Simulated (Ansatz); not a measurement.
Symmetric slabs, relaxed from ideal cuts in 1x1 cells, of elemental solids: work function (eV) by functional, in Ansatz (plane waves, PAW). All structures are PBE's; the other columns are single points with references at the same level. No spin-orbit coupling, Hubbard U or dispersion. The rows are a random draw from the class, without slabs that broke up, higher cuts of a face and adsorbates that left their site.

```tsv
system	PBE (eV)	r2SCAN (eV)
fcc Ca (320), ideal cut with outer spacing 0.77 Å	2.73	2.75
beta tin (103), ideal cut with outer spacing 0.26 Å	4.07	4.19
hcp Sc (30-31), ideal cut with outer spacing 0.47 Å	3.41	?
hcp Zr (11-23), ideal cut with outer spacing 0.59 Å	3.36	3.34
hcp Zr (10-12), ideal cut with outer spacing 0.63 Å	3.43	3.41
hcp Ti (10-13), ideal cut with outer spacing 0.22 Å	3.54	3.53
hcp Y (10-13), ideal cut with outer spacing 0.27 Å	2.93	2.92
fcc Pb (321), ideal cut with outer spacing 0.67 Å	3.78	3.86
```

Problem. Fit a straight line y = a·x + b by least squares to the 7 complete rows (x: PBE (eV); y: r2SCAN (eV)).

Solution. the means are x̄ = 3.4057 and ȳ = 3.4286; Σ(x − x̄)² = 1.2850 and Σ(x − x̄)(y − ȳ) = 1.3850, so a = 1.078 and b = ȳ − a·x̄ = -0.242. The largest residual is 0.050.

Problem. What does the line predict for the withheld row, hcp Sc (30-31), ideal cut with outer spacing 0.47 Å, and what did the calculation give?

Solution. the line gives 3.43; the calculation gave 3.50, a miss of 0.07, larger than any residual of the fitted rows.

Ansatz is an electronic-structure program.
